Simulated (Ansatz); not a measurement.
**MgTe (Fm-3m, No. 225, 2 atoms in the cell; start mp-1008786; a measured phase of this formula has another space group)**

Level of theory: HSE06 (Ansatz, a program for electronic structure, PAW).

Settings: plane-wave cutoff 500 eV, 6×6×6 k mesh, gaussian smearing 0.02 eV, scalar-relativistic PAW data made under PBE.

Cell (relaxed at this level):

```
CELL_PARAMETERS angstrom
      0.00000     2.96572     2.96572
      2.96572     0.00000     2.96572
      2.96572     2.96572     0.00000
ATOMIC_POSITIONS crystal
  Mg 0.00000 0.00000 0.00000
  Te 0.50000 0.50000 0.50000
```

```
Item                            Value
--------  ---------------------------
band gap  1.08 eV (on the SCF k mesh)
```

Note: the relaxation could not lower the start's symmetry, so the cell can be a saddle point above a distorted one.

Spin–orbit coupling is not included; with these elements it can move the gap by several tenths of an eV or more.

Computed values are for the static lattice.

The result took roughly 2.5 core-minutes.

A start named mp-… is a Materials Project structure, which need not be a measured phase.
